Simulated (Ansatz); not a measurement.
The parent structure is MoS$_{2}$ in the 2H-MoS2 type structure (space group P6_3/mmc, No. 194; a = 3.1090 Å, c = 11.7088 Å; layered, stacked along the Cartesian z axis).

Method: DFT with PBEsol-D3(BJ), PAW potentials and a 420 eV plane-wave cutoff in Ansatz (a quantum-chemistry and plane-wave program), spin-orbit coupling left out.

Modification: full substitution Mo → W, then cell and atoms are relaxed.

Measured band gap: MoS2 1.23 eV (room temperature; as listed in Carlos M. O. Bastos et al., Physical Review Materials (2019)); WS2 1.35 eV (room temperature; as listed in Carlos M. O. Bastos et al., Physical Review Materials (2019)).

Measured lattice parameter a: MoS2 3.16 Å (room temperature; as listed in arXiv:1605.07067); WS2 3.153 Å (room temperature; as listed in arXiv:1605.07067).

How well does PBEsol-D3(BJ) reproduce the measured shift?

With PBEsol-D3(BJ) the band gap moves by +0.13 eV (0.52 → 0.65) against +0.12 eV measured; the lattice parameter a moves by +0.006 Å (3.109 → 3.115) against -0.007 Å measured, the wrong sign.

With W present, leaving out spin-orbit coupling can change the band edges. No phonon test of stability was made.
